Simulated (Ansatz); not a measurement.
The starting structures come from a database of crystals and need not be the phases stable at ambient conditions.

Inside the gap of an insulator the Bloch states are evanescent, with a wavenumber k + iκ along the transport direction.

```xyz
16
Lattice="5.6718 0.0000 0.0000 1.5717 7.3792 0.0000 1.7211 -1.8190 5.2529" Properties=species:S:1:pos:R:3 pbc="T T T"
Ca     1.5467     1.3154     0.9283
Ca     7.4179     4.2448     4.3245
Zr     4.4823     2.7801     2.6264
Zr     3.6964    -0.9095     2.6264
Ge     2.5219     5.2114     0.9218
Ge     6.4427     0.3489     4.3311
O      5.5619     4.4849     3.0247
O      3.4027     1.0754     2.2282
O      6.9573     6.4453     1.2937
O      2.0073    -0.8851     3.9591
O      3.6969     2.8011     4.6049
O      5.2677     2.7591     0.6480
O      6.2606     1.6860     3.1869
O      2.7040     3.8742     2.0660
O      4.9211    -0.5800     4.3839
O      4.0435     6.1402     0.8690
```

Space group of this cell: P-1. The cell is taken as given; by PBEsol its mean pressure is -5.6 GPa.

Transport runs along the normal of the first two printed cell vectors.

The gap is the functional's own. No spin-orbit coupling. Mid-gap values are interpolated on the energy grid.

Compute, with PBEsol (Ansatz, an electronic-structure program), the band gap and the smallest decay constant κ at mid-gap.

Gap 3.65 eV on a 6×6×6 mesh; κ = 0.313 1/Å, at the zone centre.
